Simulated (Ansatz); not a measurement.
**tetragonal ZrO2 (0 0 1) on germanium (0 0 1) (film strained to the substrate, started from cuts of the bulks and a machine-learned relaxation; slabs Ge48 and Zr30O50, which can lie off the formulas)**

A periodic stack without vacuum, tetragonal ZrO2 (0 0 1) on germanium (0 0 1) (film strained to the substrate, started from cuts of the bulks and a machine-learned relaxation; slabs Ge48 and Zr30O50, which can lie off the formulas): substrate slab Ge48, film Zr30O50, surface cells [[2, 0], [2, 2]] and [[-2, 1], [-1, -2]], film strained by +0.6 and +0.6 %, outermost planes Ge/Ge and Zr/Zr as cut, which need not be the usual terminations and can put a slab off its formula.

The start was prepared with a machine-learned potential, and the result is one local minimum, with the in-plane cell held and forces under 0.04 eV/Å; the film can end far from its bulk form.

All values below come from PBE (plane waves to 420 eV, PAW; Ansatz, a first-principles code). Spin–orbit coupling is left out; PBE gaps are too small against experiment. Its k-point mesh 3×3×1, Fermi–Dirac width 0.05 eV.

- interface area: 66.4 Å²
- period: 32.19 Å
- heights between the nearest atoms of the two slabs at the two interfaces: 1.32 and 1.10 Å
- Ge–Zr contacts across the interfaces within 1.22 times the sum of covalent radii: 32, mean 2.99 Å
- spin-polarised check at this geometry: falls back to no moment

```
CELL_PARAMETERS angstrom
      8.14583     0.00011    -0.02945
      0.00018     8.14542     0.08669
     -2.83443     3.06442    32.23484
ATOMIC_POSITIONS crystal
  Ge 0.97232 0.02764 0.07316
  Ge 0.48864 0.02856 0.06338
  Ge 0.04951 0.54549 0.07187
  Ge 0.53391 0.55100 0.06350
  Ge 0.86660 0.47167 0.01316
  Ge 0.26041 0.67135 0.02190
  Ge 0.73021 0.92684 0.02446
  Ge 0.18825 0.11044 0.02741
  Ge 0.78355 0.25887 0.15664
  Ge 0.29746 0.23606 0.15661
  Ge 0.78023 0.75272 0.15918
  Ge 0.29231 0.74056 0.16040
  Ge 0.02647 0.26950 0.11502
  Ge 0.52297 0.27271 0.10710
  Ge 0.02285 0.76511 0.11833
  Ge 0.51602 0.76597 0.11268
  Ge 0.07291 0.96435 0.24765
  Ge 0.57463 0.96019 0.24769
  Ge 0.06990 0.45885 0.24704
  Ge 0.56972 0.45455 0.24837
  Ge 0.79953 0.48245 0.20332
  Ge 0.30613 0.46772 0.20261
  Ge 0.80634 0.98808 0.20227
  Ge 0.31035 0.97496 0.20373
  Ge 0.85506 0.17167 0.33855
  Ge 0.35862 0.17019 0.33763
  Ge 0.84836 0.67831 0.33575
  Ge 0.35395 0.66877 0.33654
  Ge 0.08891 0.19371 0.29347
  Ge 0.59126 0.18661 0.29317
  Ge 0.08631 0.69241 0.29174
  Ge 0.58483 0.69029 0.29125
  Ge 0.15021 0.85848 0.42694
  Ge 0.63837 0.88862 0.42817
  Ge 0.12107 0.38495 0.42226
  Ge 0.63419 0.39868 0.43061
  Ge 0.85537 0.41292 0.38038
  Ge 0.37003 0.40096 0.38263
  Ge 0.87711 0.90120 0.38340
  Ge 0.37650 0.89843 0.38120
  Ge 0.90427 0.04489 0.51402
  Ge 0.35713 0.18550 0.50927
  Ge 0.96818 0.56802 0.51727
  Ge 0.43966 0.82434 0.51273
  Ge 0.11934 0.10794 0.46284
  Ge 0.62931 0.12406 0.47380
  Ge 0.20430 0.58625 0.47304
  Ge 0.66919 0.63312 0.47846
  Zr 0.73786 0.68274 0.56674
  Zr 0.95512 0.27529 0.57314
  Zr 0.32611 0.49861 0.55837
  Zr 0.53657 0.04675 0.57629
  Zr 0.14262 0.84972 0.56270
  Zr 0.86896 0.95169 0.64745
  Zr 0.06250 0.56267 0.64818
  Zr 0.44758 0.75363 0.65092
  Zr 0.66642 0.34773 0.64395
  Zr 0.26674 0.15197 0.64795
  O  0.65337 0.83735 0.61513
  O  0.86990 0.45206 0.61417
  O  0.26034 0.63900 0.61327
  O  0.47240 0.21807 0.61922
  O  0.05031 0.07073 0.61753
  O  0.95683 0.77023 0.60157
  O  0.18243 0.33969 0.59398
  O  0.56664 0.51187 0.58448
  O  0.75260 0.15830 0.59734
  O  0.33626 0.94592 0.60414
  Zr 0.78781 0.61596 0.72856
  Zr 0.98183 0.21799 0.72786
  Zr 0.38305 0.41096 0.72829
  Zr 0.58597 0.01242 0.72938
  Zr 0.18713 0.82134 0.73147
  Zr 0.91679 0.88262 0.80963
  Zr 0.11140 0.47736 0.81097
  Zr 0.51828 0.68090 0.81066
  Zr 0.71688 0.27830 0.81103
  Zr 0.31994 0.07945 0.81178
  O  0.66672 0.82502 0.69672
  O  0.87161 0.43065 0.69566
  O  0.27548 0.63303 0.69700
  O  0.47020 0.22458 0.69868
  O  0.07068 0.02757 0.69766
  O  0.70237 0.79840 0.77829
  O  0.89804 0.39905 0.77735
  O  0.29944 0.60111 0.78146
  O  0.50144 0.20205 0.77940
  O  0.10649 0.99542 0.77786
  O  0.96898 0.73597 0.68154
  O  0.16879 0.34002 0.67765
  O  0.56190 0.53055 0.67232
  O  0.76976 0.13422 0.67926
  O  0.36623 0.93444 0.68400
  O  0.99345 0.70528 0.76151
  O  0.19171 0.30919 0.76006
  O  0.58955 0.51260 0.75735
  O  0.79759 0.10356 0.76095
  O  0.39992 0.90564 0.76365
  Zr 0.84291 0.54496 0.89182
  Zr 0.03983 0.14563 0.89111
  Zr 0.44451 0.33567 0.89492
  Zr 0.64055 0.93231 0.89372
  Zr 0.23294 0.75469 0.88981
  Zr 0.96876 0.78992 0.97318
  Zr 0.16814 0.40832 0.97067
  Zr 0.56413 0.62304 0.97902
  Zr 0.77905 0.20832 0.96578
  Zr 0.36081 0.99285 0.96914
  O  0.73211 0.75753 0.85881
  O  0.93192 0.36154 0.85758
  O  0.33243 0.55228 0.86693
  O  0.53112 0.15065 0.86110
  O  0.13225 0.96289 0.85687
  O  0.75376 0.72167 0.93821
  O  0.97338 0.30836 0.93623
  O  0.40192 0.46142 0.95341
  O  0.55413 0.11931 0.94253
  O  0.15021 0.91146 0.93654
  O  0.02921 0.67064 0.84278
  O  0.22604 0.26719 0.84234
  O  0.62379 0.46614 0.84073
  O  0.82744 0.06622 0.84272
  O  0.42465 0.86134 0.84494
  O  0.06392 0.61549 0.92450
  O  0.25648 0.21099 0.92458
  O  0.67257 0.40789 0.92169
  O  0.85064 0.02974 0.92475
  O  0.45048 0.81547 0.92789
```
